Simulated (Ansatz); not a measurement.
Functionals compared on a constructed model of the (000-1) surface of 4H silicon carbide, C-terminated, Si trimer, 2x2 (bottom of the slab: 4 H on 4 bottom sites), in Ansatz (plane waves, PAW). The structure was relaxed with PBE; the other rows are single points on it. Cutoff 420 eV (500 eV for r2SCAN).

Model: 39-atom slab, 11.5 Å thick at the start with caps and adatoms (thin: gaps and levels are the slab's own), 5x5x1 mesh, Fermi-Dirac 0.025 eV, dipole correction, 8 atoms held, the rest relaxed; start symmetry kept, larger cells not searched; no spin (no spin-polarised run to compare, though such a face may carry moments), no spin-orbit, no U. The slab shows no gap on its mesh. It is one candidate, not shown to be the stable structure of the face. These notes are the PBE run's.

```csv
functional,work function of the top face (eV),rough cost of the single point
PBE,5.15,–
r2SCAN,___,very roughly 2.9 core-minutes
```

**Question.** Some entries are withheld; supply them.

**Answer.** 
- r2SCAN, work function of the top face (eV): 5.27

Ansatz is a first-principles code.
